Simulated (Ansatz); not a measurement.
Gap of an armchair WS2 nanoribbon, N = 7, bare edges at several levels, all on one geometry.

Levels: PBE (plane waves to 420 eV, PAW; Ansatz, a program for electronic structure); Ansatz with PBE with spin-orbit coupling; r2SCAN (plane waves to 500 eV, PAW; Ansatz). Unmarked values and the geometry are of the first. Mesh 1×1×6. No spin polarisation, so a magnetic state wasn't tested. It repeats along c; a and b span vacuum. An idealised model, cut from the flat sheet. It keeps the symmetry and period of its start, so it need not be a minimum against all distortions. Values not marked SOC lack spin–orbit coupling.

| level | gap (eV) |
|---|---|
| PBE | 0.37 |
| PBE+SOC | 0.36 |
| r2SCAN | (withheld) |

What belongs in the gaps?


- r2SCAN, gap (eV): 0.53
